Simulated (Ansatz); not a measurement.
A computed series for Ge3N4: pressure series

The reference is Ge3N4 (space group P6_3/m, No. 176; a = 8.129 Å, c = 3.114 Å).

Cell and atoms are relaxed at each pressure.

The values are results of PBE in Ansatz (plane waves to 420 eV, PAW, without spin-orbit coupling), not measurements.

| P (GPa) | V (Å³/atom) |
|---|---|
| -2.00 | 12.882 |
| -1.00 | 12.805 |
| 0.29 | 12.710 |
| 0.69 | 12.681 |
| 1.50 | 12.623 |
| 3.00 | 12.521 |
| 5.00 | 12.390 |
| 7.50 | 12.235 |
| 10.00 | 12.089 |

A third-order Birch–Murnaghan fit to these points gives V₀ = 12.73 Å³/atom, B₀ = 174 GPa and B₀′ = 4.0. At pressure 10 GPa the volume is 95.0 % of V₀.

Between the base and pressure 10 GPa the gap moves from 1.82 eV to 2.39 eV, a mean slope of 56 meV/GPa.

Load acts through the strain it causes; cell and atoms are relaxed under it. No phonon test of stability was made. No other phases were tried under pressure.

Ansatz is a program for electronic structure.
